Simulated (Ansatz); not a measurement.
## A computed series for HfO2: pressure series

Take HfO$_{2}$ (space group Pca2_1, No. 29; a = 5.294 Å, b = 5.070 Å, c = 5.102 Å) as the base.

Cell and atoms are relaxed at each pressure.

Levels (all Ansatz, a quantum-chemistry and plane-wave program, PAW, earlier PAW set): PBE (420 eV, spin-orbit coupling left out); r2SCAN (500 eV, without spin-orbit coupling).

The base cell above is that of PBE; each level relaxes its own structures.

```
case              volume per atom, PBE  volume per atom, r2SCAN
----------------  --------------------  -----------------------
pressure −2 GPa               11.53 Å³                 11.23 Å³
pressure −1 GPa               11.47 Å³                 11.18 Å³
pressure 0.3 GPa              11.40 Å³                 11.11 Å³
pressure 1.5 GPa              11.33 Å³                 11.06 Å³
pressure 3 GPa                11.25 Å³                 10.99 Å³
pressure 5 GPa                11.14 Å³                 10.90 Å³
pressure 7.5 GPa              11.02 Å³                 10.79 Å³
pressure 10 GPa               10.91 Å³                 10.68 Å³
```

PBE lies above r2SCAN in every row, by 0.23 Å³ to 0.30 Å³. They put the cases in the same order.

Load acts through the strain it causes; cell and atoms are relaxed under it. Whether these cells are dynamically stable was not tested. Competing high-pressure phases were not computed. This is not the structure that HfO2 has at room temperature and ambient pressure.
